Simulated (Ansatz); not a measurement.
## CsPbBr3 under a change: isotropic strain −1.20 %

Take CsPbBr$_{3}$ in the cubic perovskite structure (space group Pm-3m, No. 221; a = 5.770 Å) as the base.

Perturbation: the cell is scaled by 0.9880 in all directions, atoms relaxed at fixed cell.

All numbers come from LDA in Ansatz (plane waves to 420 eV, PAW, no spin-orbit coupling). Settings: 6×6×6 k-points, 0.05 eV Fermi–Dirac smearing.

```json
[
 {"quantity": "volume per atom", "base": "38.42 Å³", "changed": "37.06 Å³", "shift": "-1.367 Å³"},
 {"quantity": "space group", "base": "Pm-3m (No. 221)", "changed": "Pm-3m (No. 221)", "shift": "–"},
 {"quantity": "energy relative to the base (free energy F)", "base": "0 meV/atom", "changed": "+4.1 meV/atom", "shift": "+4.1 meV/atom"},
 {"quantity": "pressure", "base": "0.00 GPa", "changed": "1.00 GPa", "shift": "+1.00 GPa"},
 {"quantity": "band gap", "base": "1.17 eV", "changed": "0.99 eV", "shift": "-0.174 eV"},
 {"quantity": "gap character", "base": "direct at R", "changed": "direct at R", "shift": "–"},
 {"quantity": "mean gap deformation potential ΔEg/Δln V", "base": "–", "changed": "+4.8 eV", "shift": "–"},
 {"quantity": "width of the top valence band", "base": "2.37 eV", "changed": "2.63 eV", "shift": "+0.26 eV"},
 {"quantity": "electron mass (degenerate bands, along [100])", "base": "0.066, 0.67, 0.67 mₑ (at R)", "changed": "0.059, 0.63, 0.63 mₑ (at R)", "shift": "–"},
 {"quantity": "hole mass", "base": "0.11 mₑ (at R)", "changed": "0.088 mₑ (at R)", "shift": "–"},
 {"quantity": "valley order (the lowest conduction-band minima on the path, energy above the VBM, named in the base's zone)", "base": "R along ⟨111⟩ 1.17 eV; Γ 2.42 eV", "changed": "R along ⟨111⟩ 0.99 eV; Γ 2.22 eV", "shift": "–"}
]
```

Final structure:

```
CsPbBr3
1.0
    5.70098     0.00000     0.00000
    0.00000     5.70098     0.00000
    0.00000     0.00000     5.70098
Cs Pb Br
1 1 3
Direct
  0.00000   0.00000   0.00000
  0.50000   0.50000   0.50000
  0.50000   0.00000   0.50000
  0.00000   0.50000   0.50000
  0.50000   0.50000   0.00000
```

Spin-orbit coupling, missing from the scalar runs, can matter with Pb. Masses are band curvatures over ±0.01 Å⁻¹ around the edge. Whether these cells are dynamically stable was not tested. Many cubic perovskites are stable only at high temperature; tilts and polar distortions were not tested. This is not the structure that CsPbBr3 has at room temperature and ambient pressure.

Ansatz is a first-principles code.
